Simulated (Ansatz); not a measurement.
KCSN (Pbcm, No. 57), treated with LDA (Ansatz, an electronic-structure program, plane waves, PAW).

Numerical settings: plane-wave cutoff 520 eV, 6×6×6 k mesh, Fermi–Dirac smearing 0.01 eV, scalar-relativistic PAW data made under PBE.

Results at a series of volumes:

```tsv
V (Å³/atom)	E − E_lowest (meV/atom)
17.918	2.41
18.291	0.58
18.665	0.00
19.038	0.53
19.411	2.03
```

**Question.** Estimate the bulk modulus and its pressure derivative from these points.

**Answer.** V0 = 18.666 Å³/atom, B0 = 23.7 GPa, B′ = 5.2 (fit to the energies at full precision).

Shape and atoms are relaxed at each volume.

Note: the volume lies 13 % below that of the published cell; the bulk modulus comes from volumes at which shape and atoms were relaxed.

Computed values are for the static lattice.
